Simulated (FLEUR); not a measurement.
Equation of state of fluorite-structure AuAl2 (space group 225): energy against volume (FLEUR, PBE)

```
CELL_PARAMETERS angstrom
      0.00000     2.94666     2.94666
      2.94666     0.00000     2.94666
      2.94666     2.94666     0.00000
ATOMIC_POSITIONS crystal
  Al 0.25000 0.25000 0.25000
  Al 0.75000 0.75000 0.75000
  Au 0.00000 0.00000 0.00000
```

Method: PBE, all-electron FLAPW (FLEUR), scalar-relativistic valence (FLEUR). Settings: Kmax = 5.13 1/bohr; GmaxXC = 18 1/bohr; xcFunctional = pbe; jspins = 1; l_soc = F; mode = hist; fermiSmearingEnergy = 0.00183747 Htr; mesh (inpgen div1-3) = 12 12 12; inpgen gamma flag = true; Gmax = 18 1/bohr; numbands = 0; maxIterBroyd = 40; imix = Anderson; alpha = 0.05; precondParam = 0; minDistance = 1e-05 me/bohr^3. The cell above is the first row's. The rows scale it uniformly. In all rows fractional positions and the k mesh are held. E is the free energy at the stated smearing, counted from the lowest row.

```csv
V (Å^3/atom),E (meV/atom)
17.0568,45.33
17.4276,24.36
17.7984,10.26
18.1692,2.42
18.5400,0.00
18.9108,2.43
19.2816,9.12
19.6524,19.66
20.0232,?
```

Task: Fit E against V with the third-order Birch-Murnaghan form, a cubic in V^(-2/3), and predict the withheld value at V = 20.0232.

Result: With u = V^(-2/3) - 0.144, the rows have u = 0.006916, 0.004768, 0.002694, 0.000691, -0.001244, -0.003117, -0.004929, -0.006683. Least squares gives E = 0.967 + 1620.27·u + 676802·u² + 2388439·u³. Residuals (row less fit): -0.005, 0.022, -0.031, 0.009, 0.006, 0.010, -0.018, 0.007; standard error 0.023 (degrees of freedom: 4). Its minimum lies at u = -0.001205, so V0 = (0.142795)^(-3/2) = 18.53. There d²E/du² = 1336000 and d³E/du³ = 1.433e7, so B0 = (4/9) × 18.53^(-7/3) × 1336000 × 0.160218 = 105 GPa (the last factor turns the table's units into GPa), and B0' = 4 + (2/3) × 0.142795 × (1.433e7)/1336000 = 5.0. At the withheld row, u = -0.008384, so E = 0.967 + 1620.27 × (-0.008384) + 676802 × (-0.008384)² + 2388439 × (-0.008384)³ = 33.548 meV/atom. The calculation gives 33.62 meV/atom, 0.072 meV/atom above the prediction (0.2 % of the range of E in the table). The row lies outside the fitted rows, so this is an extrapolation. From the scatter of the fitted rows alone, a prediction at this place has a standard error of 0.055 meV/atom, so the miss is 1.3 times that.

Carrying the step between the two nearest rows on in a straight line would have given 30.20, off by 3.42; series whose last step already gives the withheld value aren't shown. The scan was laid around a cell of about the measured size, scaled by a guess for this functional. The runs keep the symmetry of the cell, so they don't test it for distortions. Values depend on the basis (sphere radii, cutoffs, local orbitals), which need not be converged. Spin-orbit coupling is off. Cutoffs and mesh are single choices, not tested for convergence of this quantity. Series with a scatter that would blur these digits, or in which a gap closes, are not shown. Nor are scans whose minimum lies at an end fitted in this form.
